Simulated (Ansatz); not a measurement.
# Re: Re → Cr

The parent structure is Re in the hcp (Mg type) structure (space group P6_3/mmc, No. 194; a = 2.7579 Å, c = 4.4628 Å).

Perturbation: every Re is replaced by Cr; the structure is relaxed again.

All numbers come from Ansatz (a program for electronic structure), r2SCAN, PAW, cutoff 500 eV, no SOC. k-mesh 22×22×11 (Γ-centred); smearing 0.05 eV (Fermi–Dirac), for the changed cell.

```
quantity                                     base             changed         shift
-----------------------------  ------------------  ------------------  ------------
volume per atom                          14.70 Å³            11.69 Å³      -3.01 Å³
density                               21.04 g/cm³          7.39 g/cm³  -13.65 g/cm³
lattice parameter a                       2.758 Å             2.457 Å      -0.301 Å
c/a ratio                                   1.618               1.820        +0.202
space group                    P6_3/mmc (No. 194)  P6_3/mmc (No. 194)             –
shortest interatomic distance             2.741 Å             2.457 Å     -0.2847 Å
band gap                                     zero                zero             –
```

Final structure:

```
CELL_PARAMETERS angstrom
      2.45657     0.00000     0.00000
     -1.22829     2.12745     0.00000
      0.00000     0.00000     4.47196
ATOMIC_POSITIONS crystal
  Cr 0.33333 0.66667 0.75000
  Cr 0.66667 0.33333 0.25000
```

Whether these cells are dynamically stable was not tested. Seeded moments were not kept for Re → Cr. The final runs are not spin-polarised. Real Cr is antiferromagnetic at low temperature and ambient pressure, an order that this cell doesn't hold. This is not the structure that Cr has at room temperature and ambient pressure.
